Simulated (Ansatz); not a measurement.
Cell and atoms of amorphous Hf₁₈O₃₈Sn:

```
Hf18SnO38
1.0
    8.79550    -0.12170    -0.02682
   -0.12170     9.14479    -0.00504
   -0.02682    -0.00504     9.20106
Hf O Sn
18 38 1
Cartesian
  0.07050   1.58831   7.21039
  5.70225   4.72904   7.96340
  6.20152   6.34831   1.69754
  4.53096   8.40962   4.14513
  8.32400   0.27530   1.61588
  7.91311   4.05304   4.53478
  2.30149   8.41715   6.48647
  5.12803   2.27245   1.64239
  3.09300   8.54546   0.92151
  3.07019   3.19534   6.99751
  7.55920   7.60512   5.18649
  1.49072   7.02039   3.51578
  5.93080   1.70262   5.63667
  2.29190   1.91200   3.44168
  5.56868   8.39447   8.08875
  0.20887   5.32130   7.87138
  4.24868   5.02672   4.42064
  8.12284   3.47975   1.23502
  5.91698   3.56023   4.49515
  3.40007   8.11969   8.21831
  0.20790   8.91063   6.14587
  6.97686   8.20345   0.63524
  6.52074   7.17126   6.84190
  5.03485   2.67961   7.12186
  7.52925   5.37279   0.05515
  1.27593   6.83268   7.33144
  4.74778   0.75701   0.47484
  1.01246   3.61170   7.06702
  3.12293   2.82523   1.87586
  2.42269   5.17133   3.31506
  8.71199   1.65919   0.04676
  2.03508   6.85293   1.46789
  0.49328   2.95826   3.21196
  4.78555   4.88423   2.16806
  7.47912   4.83415   2.62249
  5.80141   6.57925   4.08590
  6.88062   0.74295   7.32203
  6.24859   3.31370   0.28632
  2.16756   1.26739   7.17462
  0.07688   6.07887   4.74757
  1.00783   4.45489   0.48033
  4.50018   7.76972   2.17721
  7.93533   2.24645   5.53495
  4.51541   0.00952   6.13244
  8.46716   7.93469   3.07705
  4.47349   1.23597   3.42226
  3.61525   4.18335   8.74235
  1.68833   0.46147   1.73119
  3.14192   6.94027   4.92088
  6.55234  -0.02107   4.51815
  3.08548   3.11279   4.92117
  4.29145   5.00695   6.40772
  2.23203   9.02917   4.25015
  7.38501   4.63721   6.64814
  5.18318   6.41568   9.09948
  7.07997   1.73660   2.18137
  2.84835   4.84024   1.29680
```

Methods: PBE, scalar-relativistic without spin-orbit coupling (Ansatz, a program for electronic structure); r2SCAN, scalar-relativistic without spin-orbit coupling (Ansatz); HSE06, scalar-relativistic without spin-orbit coupling (Ansatz). Neutral PBE cell, which sets geometry, pressure and energy: sampling: a 2×2×2 Γ-centred mesh; Fermi-Dirac width 0.02 eV; no spin polarisation. Exact exchange is cut at the faces of this 9 Å cell, which leaves hybrid gaps a finite-size error.

Preparation: random packing, a CHGNet melt and quench, and a DFT relaxation. O atoms were pushed apart under 1.9 Å during the dynamics, to hinder bonds among them. The hot cell started wider than the set density and was brought back towards it in steps. It is the lowest in DFT energy of 2 quenches. It is a model cell: composition and starting density were chosen by hand, and all elements were melted together. No dispersion term was used. The quench was far faster than any real one, so the model tends to hold more defects than a real film. A cell of this size samples the disorder only roughly. The volume was held where the preparation left it and the shape relaxed.

Q: Give the pressure, the energy against reference phases and the spacing of the highest filled and lowest empty levels.

A: 
```json
{
  "Pressure on a 2×2×2 Γ-centred mesh": "-3.62 GPa",
  "Largest force and stress component on that mesh (the relaxation ran on the zone centre alone)": "0.10 eV/Å and 3.7 GPa",
  "Energy relative to HfO2 (P2_1/c) + rutile SnO2 (lowest mix at this level among the phases computed, not always the ambient ones)": "0.204 eV/atom",
  "Level gap on a 2×2×2 Γ-centred mesh (PBE)": "3.33 eV",
  "Level gap at the zone centre (PBE)": "3.35 eV",
  "Level gap at the zone centre (r2SCAN)": "3.86 eV",
  "Level gap at the zone centre (HSE06)": "4.91 eV",
  "Distance between the nearest levels spread over more than a fifth of the atoms or a third of the atoms of their main element (six at least) (PBE, zone centre)": "3.70 eV"
}
```

Q: At PBE and the zone centre, how localised are the states just below and above the Fermi level (participation number: the atoms over which a state spreads)?

A: The highest filled state is spread over 7.2 atoms' worth, largest on O24, with weights by element (charge in smoothed Voronoi cells) O 0.96, Hf 0.04, Sn 0.00. The lowest empty state is spread over 17.3 atoms' worth, largest on Sn57, with weights by element (charge in smoothed Voronoi cells) O 0.52, Hf 0.30, Sn 0.18.

At PBE the levels at the filled edge of the gap are localised (band-tail or defect states), and the nearest spread-out levels lie 3.7 eV apart at the zone centre.

Bonds are counted up to Hf-Hf 3.34 Å, Hf-O 2.88 Å, Hf-Sn 3.20 Å, O-O 1.58 Å, O-Sn 2.46 Å, Sn-Sn 3.06 Å. Two cations that share two anions don't count as bonded, nor two that share one unless they lie closer than Hf-Hf 3.25 Å, Hf-Sn 3.11 Å, Sn-Sn 2.97 Å.

Added carriers, by PBE, scalar-relativistic without spin-orbit coupling (Ansatz) on the zone centre alone. Charged cells keep the cell fixed and stand in a uniform background, with no image correction, at a width of 0.01 eV; where the count is odd the moment is locked at 1 μB, unless the neutral cell bore moments. Each starts from the undistorted neutral geometry alone. PBE's self-interaction favours spread-out carriers, so it can miss traps that a hybrid finds.

Q: What happens at PBE when the cell takes an extra electron and the atoms relax?

A: Relaxation lowers the charged cell by 0.66 eV. The largest moves are O32 0.47 Å, O47 0.27 Å, O48 0.20 Å, O34 0.17 Å. The level that holds the added charge spreads over 6.4 atoms' worth, most on Sn57 (weight 0.35): a partly localised carrier. Bonds broken: O32-Sn57. Made neutral again at that geometry, the cell lies +0.98 eV from the neutral start.

Q: What happens at PBE when the cell takes a hole and the atoms relax?

A: Relaxation lowers the charged cell by 0.25 eV. The largest moves are Hf13 0.15 Å, O24 0.14 Å, O37 0.13 Å, O52 0.11 Å. The level that was emptied spreads over 4.3 atoms' worth, most on O24 (weight 0.34): a localised (trapped) carrier, which neighbours of that atom can share. No bond crosses its cut-off with a change of over 0.15 Å (metal-metal contacts aside). Made neutral again at that geometry, the cell lies +0.60 eV from the neutral start.
